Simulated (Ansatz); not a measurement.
The parent structure is a 16-atom supercell of BAs in the zinc blende structure (space group F-43m, No. 216; a = 4.768 Å) at its relaxed geometry.

The values are results of Ansatz (a program for electronic structure), PBEsol, PAW, cutoff 420 eV, no spin-orbit coupling, earlier PAW set, not measurements.

One neutral defect a cell, atoms relaxed at fixed cell.

One change was made to it. Results:

```json
[
 {"quantity": "largest displacement of a host atom from its site in the perfect cell", "base": "–", "after": "0.15 Å"},
 {"quantity": "pressure", "base": "0.0 GPa", "after": "-1.3 GPa"}
]
```

Which of these changes matches the shifts?
A. As vacancy
B. B interstitial (started 1.95 Å from the nearest host atom)
C. Ga on a As site, symmetric start

A, As vacancy. For comparison, the pressure in the other runs: B interstitial (started 1.95 Å from the nearest host atom) gives 5.3 GPa; Ga on a As site, symmetric start gives 0.6 GPa.

The magnetic state is the one reached from the starting moments; the real material's order can differ, and small cells can't hold many antiferromagnetic ones. In so small a cell the defect repeats every few ångströms: this is an ordered compound, not a dilute defect. A case with no gap was solved on a k-mesh chosen for an insulator, which is coarse for it. Defects with a symmetric start kept the site's symmetry and may sit on a saddle; the others started slightly shaken. Starting moments died away, wholly or in part, for As vacancy, B interstitial (started 1.95 Å from the nearest host atom) and Ga on a As site; another magnetic solution may exist.
